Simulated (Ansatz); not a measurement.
Levels about the gap of amorphous Si$_{20}$P$_{2}$O$_{45}$ (67 atoms in a cell of 964 Å³, 2.31 g/cm³; zone centre alone, so wide bands show as single levels with stretches between that a denser mesh fills), at the geometry that PBE relaxed, where it gives 0.0 GPa on a denser mesh. Exact exchange is cut at the faces of this small cell, which leaves a finite-size error. The participation number counts the atoms over which a state spreads; weights are charges in smoothed Voronoi cells. The levels come from a single point, so bond lengths are those of that geometry. Method of the levels: HSE06 (Ansatz, a quantum-chemistry and plane-wave program). Sampling: the zone centre alone; Fermi-Dirac width 0.02 eV; no spin polarisation. At PBE the levels at the filled edge of the gap are localised (band-tail or defect states), and the nearest spread-out levels lie 4.9 eV apart at the zone centre.

The cell was made by melting and quenching with the CHGNet potential and then relaxed with DFT. O atoms were pushed apart under 1.9 Å during the dynamics, to hinder bonds among them. It is a model cell: composition and starting density were chosen by hand, and all elements were melted together. No dispersion term was used. Its density started from a set value of 2.26 and ended at 2.31 g/cm³. The quench (nominally 1100 K/ps over its main leg) was far faster than any real one, so the model tends to hold more defects than a real film. Values belong to this one cell and scatter from quench to quench. The volume was free in the relaxation, at fixed shape. Stress components on the final sampling reach 1.3 GPa.

| E - E(highest filled), eV | filling | participation number | largest on | weight O | weight Si | weight P |
|---|---|---|---|---|---|---|
| -2.28 | filled | 15.4 | O, 2 neighbours | 0.95 | 0.04 | 0.00 |
| -2.20 | filled | 11.5 | O, 2 neighbours | 0.95 | 0.04 | 0.01 |
| -2.15 | filled | 12.1 | O, 2 neighbours | 0.96 | 0.04 | 0.00 |
| -2.04 | filled | 3.9 | O, 2 neighbours | 0.96 | 0.04 | 0.00 |
| -1.55 | filled | 2.1 | O, 1 neighbours | 0.88 | 0.11 | 0.00 |
| -0.05 | filled | 1.4 | O, 1 neighbours | 0.92 | 0.07 | 0.00 |
| 0.00 | filled | 1.4 | O, 1 neighbours | 0.92 | 0.08 | 0.00 |
| 4.50 | empty | 49.0 | Si, 4 neighbours | 0.68 | 0.30 | 0.02 |
| 5.89 | empty | 15.5 | Si, 4 neighbours | 0.54 | 0.43 | 0.03 |
| 6.31 | empty | 34.0 | Si, 4 neighbours | 0.64 | 0.30 | 0.06 |
| 6.43 | empty | 29.5 | Si, 4 neighbours | 0.63 | 0.31 | 0.06 |
| 6.58 | empty | 40.5 | O, 2 neighbours | 0.65 | 0.31 | 0.04 |
| 6.85 | empty | 42.7 | Si, 4 neighbours | 0.61 | 0.33 | 0.06 |
| 6.92 | empty | 36.2 | P, 4 neighbours | 0.66 | 0.25 | 0.09 |

Most localised among these is the filled level at +0.00 eV, on a O atom, which has 1 neighbours (Si 1.53 Å).
